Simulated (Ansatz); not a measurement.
Report: zincblende CdTe (F-43m), biaxial stress in the (111) plane

Cell and atoms are relaxed with PBEsol to each stress (compression positive); bands and masses by r2SCAN with spin-orbit coupling, rigid bands (plane waves, PAW; Ansatz, a first-principles code). Strains are changes of length against the unloaded cell.

```cif
data_Cd4Te4
_chemical_formula_sum 'Cd4 Te4'
_space_group_name_H-M_alt 'F-43m'
_space_group_IT_number 216
_space_group_name_Hall 'F -4 2 3'
_cell_length_a 6.48930
_cell_length_b 6.48930
_cell_length_c 6.48930
_cell_angle_alpha 90.000
_cell_angle_beta 90.000
_cell_angle_gamma 90.000
loop_
_atom_site_label
_atom_site_type_symbol
_atom_site_symmetry_multiplicity
_atom_site_Wyckoff_symbol
_atom_site_fract_x
_atom_site_fract_y
_atom_site_fract_z
_atom_site_occupancy
Cd1 Cd 4 a 0.00000 0.00000 0.00000 1
Te1 Te 4 d 0.75000 0.75000 0.75000 1
```
(The calculation used a cell of 2 atoms; values per cell refer to that cell.)

| stress (GPa) | strain [111] (%) | strain [1−10] (%) | gap (eV) | mean mₑ* |
|---|---|---|---|---|
| -2.00 | -2.36 | 2.95 | 0.791 | 0.097 |
| -1.00 | -1.16 | 1.42 | 0.902 | 0.097 |
| -0.50 | -0.57 | 0.70 | 0.955 | 0.098 |
| 0 | 0 | 0 | 1.006 | 0.099 |
| 0.50 | 0.57 | -0.68 | 1.005 | 0.100 |
| 1.00 | 1.13 | -1.35 | 0.997 | 0.101 |
| 1.50 | 1.69 | -2.00 | 0.983 | 0.103 |

[111] is the normal of the loaded plane; [11−2] strains as [1−10]. Masses are conductivity masses at 300 K in electron masses, harmonic means over x, y and z.

Question: From the two loads next to zero, find the biaxial modulus and the ratio of out-of-plane to in-plane strain.

Answer: Between -0.50 and 0.50 GPa the strain along [1−10] changes by -1.38 % and that along [111] by 1.14 %. The modulus is 1.00/0.0138 = 72 GPa and the ratio of the strains 0.83 (PBEsol, atoms relaxed).

Question: How fast does the gap move on either side of zero load?

Answer: Under tension, (0.955 − 1.006) eV over -0.50 GPa = 102 meV/GPa, or about -7.3 eV per unit strain; under compression, (0.983 − 1.006) eV over 1.50 GPa = -15 meV/GPa, or about 1.2 eV per unit strain. The two slopes part by 117 meV/GPa; gaps are resolved to about 0.01 eV, which allows 27 meV/GPa, so they differ, even in sign: the gap has a turning point near zero load.

Masses are those of dilute carriers in rigid bands with one relaxation time, without polarons. Third decimals of gaps are kept for the arithmetic. Every relaxation keeps the zincblende phase (space group R3m under this load), so a transition, a distortion that breaks the symmetry or fracture can't show.
